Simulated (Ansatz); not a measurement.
The starting structures come from a database of crystals and need not be the phases stable at ambient conditions.

```xyz
2
Lattice="3.0172 0.0000 0.0000 0.0000 3.0172 0.0000 1.5086 1.5086 2.1770" Properties=species:S:1:pos:R:3 pbc="T T T"
Si     3.0172     1.5086     1.0885
C      0.0000     0.0000     0.0000
```

The cell is strained (lengths across the current scaled by 0.98, ions clamped); by r2SCAN it stands under a pressure of 10.3 GPa.

Transport runs along the normal of the first two printed cell vectors, the (001) (indices of the unstrained crystal) plane of the conventional cell.

The gap is the functional's own. No spin-orbit coupling. Mid-gap values are those at the computed energy nearest the middle.

**Question.** Estimate the band gap and the smallest decay constant κ at mid-gap that r2SCAN run with Ansatz (an electronic-structure program) returns for this system.

**Answer.** Gap 1.57 eV on a 14×14×14 mesh; κ = 0.207 1/Å, at (0.500, 0.500) of the in-plane reciprocal vectors. At the zone centre the slowest state has κ = 0.28 1/Å.
